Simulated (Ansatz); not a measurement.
## AlP: x(Lu) = 0.25, 8 atoms, I-42m

The reference is AlP in the zinc blende structure (space group F-43m, No. 216; a = 5.471 Å).

The other end (x = 1) is LuP in the zinc blende structure (space group F-43m, No. 216; a hypothetical phase, not in the database extracts checked): 28.19 Å³/atom, gap 1.54 eV; this end may not be an ambient phase.

It is then changed as follows: Lu replaces 25.0 % of the Al, ordered in a cell of 8 atoms (starting symmetry I-42m) and fully relaxed.

All numbers come from Kohn–Sham DFT with the PBEsol functional, run in Ansatz (a program for electronic structure) with PAW and 420 eV plane waves, spin-orbit coupling left out. Γ-centred 8×8×8 mesh, Fermi–Dirac width 0.05 eV, for the changed cell.

The volume per atom increases by 1.84 Å³, from 20.46 Å³ to 22.30 Å³ and the density grows by 1.184 g/cm³ (2.35 g/cm³ → 3.54 g/cm³). The shortest interatomic distance is nearly the same (2.369 Å against 2.370 Å) and the band gap falls by 0.03 eV, from 1.45 eV to 1.42 eV. The gap character (in this cell's own zone, which can be folded) is indirect, k = (1/4, -1/4, 1/4) in the run's primitive reciprocal basis → Γ and the electron mass goes from 0.77 mₑ along k, 0.24 mₑ across (at X) to 0.68 mₑ along c, 0.31 mₑ across (at Γ). The mixing energy comes out as +69 meV/atom (against an end that may be hypothetical) and the deviation of the volume from the linear (Vegard-type) interpolation amounts to -0.4 %. The bowing parameter b of this ordering, from Eg = [1−x] Eg[0] + x Eg[1] − b x [1−x], comes out as 0.3 eV and the mean first-shell distances is Al–P 2.384 Å (end compound 2.369 Å), Lu–P 2.616 Å (end compound 2.636 Å).

These are small ordered cells, not random alloys; other orderings at the same x differ. Effective masses come from finite differences of ±0.01 Å⁻¹. Along k means along the line from Γ to the band edge. No phonon test of stability was made. Labels are those of the standard path for the cell's own space group.
